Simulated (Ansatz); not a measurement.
Band structure of Al (Fm-3m, 1 atom in the cell).

```yaml
crystal:
  lattice:
    - [0.00000, 2.00272, 2.00272]
    - [2.00272, 0.00000, 2.00272]
    - [2.00272, 2.00272, 0.00000]
  atoms:
    - { symbol: Al, position: [0.00000, 0.00000, 0.00000] }
```

Computed with PBE (plane waves, PAW; Ansatz, a first-principles code).

Settings: kpoints.mp_grid.grid = 14 14 14; hamiltonian.xc = pbe; hamiltonian.pseudopotentials = {kind: paw} (the program's default PAW files); scf.occupations.method = fermi_dirac; scf.occupations.width = 0.1 eV; kpoints.band_path.npoints = 8.

The starting cell has typed, rounded lattice constants, without a prior relaxation at this level. Its lattice was rescaled by a random factor within 2.5 % of one.

Levels in eV from the Fermi level, bands 1 to 5:
```json
[
 {"point": "Γ", "1": "-11.29", "2": "12.69", "3": "12.69", "4": "12.69", "5": "14.49"},
 {"point": "X", "1": "-2.96", "2": "-1.59", "3": "5.25", "4": "5.74", "5": "5.74"},
 {"point": "W", "1": "-0.86", "2": "-0.86", "3": "0.14", "4": "1.28", "5": "16.01"},
 {"point": "K", "1": "-1.91", "2": "-1.39", "3": "-0.33", "4": "6.72", "5": "8.34"},
 {"point": "L", "1": "-4.68", "2": "-4.40", "3": "11.52", "4": "11.52", "5": "11.72"},
 {"point": "U", "1": "-1.91", "2": "-1.39", "3": "-0.33", "4": "6.72", "5": "8.34"}
]
```

Bands cross the Fermi level along this path, so the cell is metallic at this level.

Keys are those of Ansatz 0.2.
